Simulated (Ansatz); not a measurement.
Consider GaSb in the zinc blende structure (space group F-43m, No. 216; a = 6.2135 Å).

Levels (all Ansatz, a program for electronic structure, PAW): PBE (420 eV, without spin-orbit coupling); r2SCAN (500 eV, no SOC).

Levels that relaxed their own cell: PBE and r2SCAN.

| level | lattice parameter a | electron mass at Γ |
|---|---|---|
| PBE | 6.214 Å | – |
| r2SCAN | 6.132 Å | 0.023 mₑ |

Measured: lattice parameter a 6.0959 Å (room temperature; as listed in I. Vurgaftman, J. R. Meyer, L. R. Ram-Mohan, Journal of Applied Physics (2001)); electron mass at Γ 0.039 mₑ (0 K or low temperature; as listed in I. Vurgaftman, J. R. Meyer, L. R. Ram-Mohan, Journal of Applied Physics (2001)).

Computed minus measured — lattice parameter a: PBE +1.9 %, r2SCAN +0.6 % (closest: r2SCAN); electron mass at Γ: r2SCAN -41 %. Measured values not marked as corrected hold thermal and zero-point effects that the static-lattice runs lack.

Spin-orbit coupling, missing from the scalar runs, can matter with Sb. The levels and masses belong to the bands next to the band gap. Masses are band curvatures over ±0.01 Å⁻¹ around the edge. Stability against distortions was not tested. The final runs are not spin-polarised.
